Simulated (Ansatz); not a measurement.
Take MgO in the rock salt structure (space group Fm-3m, No. 225) as the base.

```
CELL_PARAMETERS angstrom
      0.00000     2.10221     2.10221
      2.10221     0.00000     2.10221
      2.10221     2.10221     0.00000
ATOMIC_POSITIONS crystal
  Mg 0.00000 0.00000 0.00000
  O  0.50000 0.50000 0.50000
```

Computed with Ansatz (an electronic-structure program) r2SCAN, no spin-orbit coupling.

For the base:

```
Property                               Result
-----------------------------  --------------
Electron mass                  0.36 mₑ (at Γ)
Gap character                     direct at Γ
Width of the top valence band         1.78 eV
```

It is then changed as follows: the cell is scaled by 0.9900 in all directions, atoms relaxed at fixed cell.

Question: How does this affect the electron mass?

Answer: The electron mass becomes 0.37 mₑ (at Γ) (base: 0.36 mₑ (at Γ)).

Question: How does this affect the gap character?

Answer: The gap character is still direct at Γ.

Question: How does this affect the mean gap deformation potential ΔEg/Δln V?

Answer: The mean gap deformation potential ΔEg/Δln V amounts to -10.4 eV.

Question: Estimate the effect on the width of the top valence band.

Answer: The width of the top valence band grows by 0.06 eV to 1.84 eV.

The cells carry an imposed strain or load. Effective masses come from finite differences of ±0.01 Å⁻¹. Stability against distortions was not tested.
